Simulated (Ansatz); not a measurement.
Levels about the gap of amorphous Hf12O33La6 (51 atoms in a cell of 738 Å³, 7.89 g/cm³; zone centre alone, so wide bands show as single levels with stretches between that a denser mesh fills), at the geometry that PBE relaxed, where it gives 0.0 GPa on a denser mesh. The participation number counts the atoms over which a state spreads; weights are charges in smoothed Voronoi cells. The levels come from a single point, so bond lengths are those of that geometry. Method of the levels: PBE, scalar-relativistic without spin-orbit coupling (Ansatz, a quantum-chemistry and plane-wave program). Sampling: the zone centre alone; Fermi-Dirac width 0.02 eV; no spin polarisation.

A CHGNet melt-quench gave the starting glass, which DFT then relaxed. O atoms were pushed apart under 1.9 Å during the dynamics, to hinder bonds among them. The hot cell started wider than the set density and was brought back towards it in steps. It is the lowest in DFT energy of 2 quenches. It is a model cell: composition and starting density were chosen by hand, and all elements were melted together. No dispersion term was used. Its density started from a set value of 8.12 and ended at 7.89 g/cm³. Cooling (nominally 450 K/ps over its main leg) ran many orders faster than in experiment, which tends to leave more defects and strain. One small periodic cell is one sample of the glass; other quenches scatter about these values. The volume was free in the relaxation, at fixed shape. Stress components on the final sampling reach 2.3 GPa.

```csv
"E - E(highest filled), eV",filling,participation number,largest on,weight O,weight La,weight Hf
-0.34,filled,21.7,"O, 3 neighbours",0.93,0.03,0.03
-0.25,filled,11.4,"O, 4 neighbours",0.93,0.03,0.04
-0.21,filled,20.4,"O, 3 neighbours",0.93,0.03,0.04
-0.18,filled,12.5,"O, 3 neighbours",0.91,0.05,0.03
-0.11,filled,15.6,"O, 3 neighbours",0.92,0.04,0.04
-0.05,filled,8.0,"O, 2 neighbours",0.95,0.01,0.04
0.00,filled,12.1,"O, 4 neighbours",0.92,0.03,0.05
3.97,empty,23.5,"La, 7 neighbours",0.44,0.33,0.23
4.15,empty,10.6,"La, 7 neighbours",0.30,0.43,0.27
4.20,empty,6.0,"La, 7 neighbours",0.23,0.61,0.16
4.24,empty,9.9,"La, 8 neighbours",0.28,0.48,0.24
4.30,empty,11.0,"La, 7 neighbours",0.24,0.50,0.26
4.36,empty,5.6,"La, 7 neighbours",0.22,0.61,0.17
4.39,empty,6.9,"La, 7 neighbours",0.20,0.60,0.20
```

Most localised among these is the empty level at +4.36 eV, on a La atom, which has 7 neighbours (O 2.40 Å, O 2.42 Å, O 2.50 Å, O 2.51 Å, O 2.58 Å, O 2.63 Å, O 2.86 Å).
